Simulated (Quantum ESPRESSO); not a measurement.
Quantum ESPRESSO run on Rb₃InCl₆ (Fm-3m, 10 atoms in the cell): self-consistent single point.

Computed with PBEsol, GBRV 1.5 ultrasoft (PBESOL) pseudopotentials (plane waves; Quantum ESPRESSO).

```
CELL_PARAMETERS angstrom
     -5.56471     0.00000     5.56471
      0.00000     5.56471     5.56471
     -5.56471     5.56471     0.00000
ATOMIC_POSITIONS crystal
  Rb 0.75000 0.75000 0.75000
  Rb 0.25000 0.25000 0.25000
  Rb 0.50000 0.50000 0.50000
  In 0.00000 0.00000 0.00000
  Cl 0.77408 0.22592 0.22592
  Cl 0.22592 0.77408 0.77408
  Cl 0.22592 0.77408 0.22592
  Cl 0.77408 0.22592 0.77408
  Cl 0.22592 0.22592 0.77408
  Cl 0.77408 0.77408 0.22592
```

Reference input (self-consistent single point, DFT, PBEsol, plane waves, GBRV 1.5 ultrasoft (PBESOL) pseudopotentials): ecutwfc = 40 Ry; ecutrho = 200 Ry; occupations = fixed; K_POINTS = automatic 2 2 2 0 0 0; nbnd = 45; conv_thr = 1e-09 Ry. This run's input differs from it in these lines:

```diff
@@ -14,4 +14,4 @@
    ntyp = 3
-   ecutwfc = 40
-   ecutrho = 200
+   ecutwfc = 28
+   ecutrho = 140
    occupations = 'fixed'
```

Log, with long lists cut:

```
     Self-consistent Calculation

     iteration #  1     ecut=    28.00 Ry     beta= 0.70

---- Real-time Memory Report at c_bands before calling an iterative solver
           258 MiB given to the printing process from OS
            83 MiB allocation reported by mallinfo(arena+hblkhd)
------------------

     Threshold (ethr) on eigenvalues was too large:
     Diagonalizing with lowered threshold

---- Real-time Memory Report at c_bands before calling an iterative solver
           296 MiB given to the printing process from OS
            97 MiB allocation reported by mallinfo(arena+hblkhd)
------------------

   [... lines left out ...]
           321 MiB given to the printing process from OS
           120 MiB allocation reported by mallinfo(arena+hblkhd)
------------------

     negative rho (up, down):  2.922E-01 0.000E+00

     total energy              =    -492.91589352 Ry
     estimated scf accuracy    <          2.2E-09 Ry

     iteration # 11     ecut=    28.00 Ry     beta= 0.70

---- Real-time Memory Report at c_bands before calling an iterative solver
           321 MiB given to the printing process from OS
           120 MiB allocation reported by mallinfo(arena+hblkhd)
------------------

     negative rho (up, down):  2.922E-01 0.000E+00
     End of self-consistent calculation

     highest occupied, lowest unoccupied level (ev):     1.1101    4.7655

!    total energy              =    -492.91589352 Ry
     estimated scf accuracy    <          8.5E-11 Ry

     convergence has been achieved in  11 iterations

     negative rho (up, down):  2.922E-01 0.000E+00

     Forces acting on atoms (cartesian axes, Ry/au):

     atom    1 type  1   force =     0.00000000    0.00000000    0.00000000
     atom    2 type  1   force =     0.00000000    0.00000000    0.00000000
     atom    3 type  1   force =     0.00000000    0.00000000    0.00000000
     atom    4 type  2   force =     0.00000000    0.00000000    0.00000000
     atom    5 type  3   force =     0.00000000   -0.00147698    0.00000000
     atom    6 type  3   force =    -0.00000000    0.00147698   -0.00000000
   [... lines left out ...]
     Total force =     0.003618     Total SCF correction =     0.000033
   [... lines left out ...]

     negative rho (up, down):  2.922E-01 0.000E+00
          total   stress  (Ry/bohr**3)                   (kbar)     P=      -25.57
  -0.00017383   0.00000000   0.00000000          -25.57        0.00        0.00
   0.00000000  -0.00017383  -0.00000000            0.00      -25.57       -0.00
   0.00000000  -0.00000000  -0.00017383            0.00       -0.00      -25.57

   JOB DONE.
```

The run converged in 11 iterations. Against the reference run the free energy rises by 50.3 meV/atom, the pressure goes from -0.49 to -2.56 GPa, the largest force hardly changes (0.035 to 0.038 eV/Å) and the gap on the mesh hardly changes (3.652 to 3.655 eV).

The starting cell comes from a database of computed structures (which also holds hypothetical and non-ambient phases and stackings), without a prior relaxation at this level. At the lowered cutoff the pressure carries the error of an incomplete plane-wave basis.

Cost on one core of a shared machine: roughly 50 s.
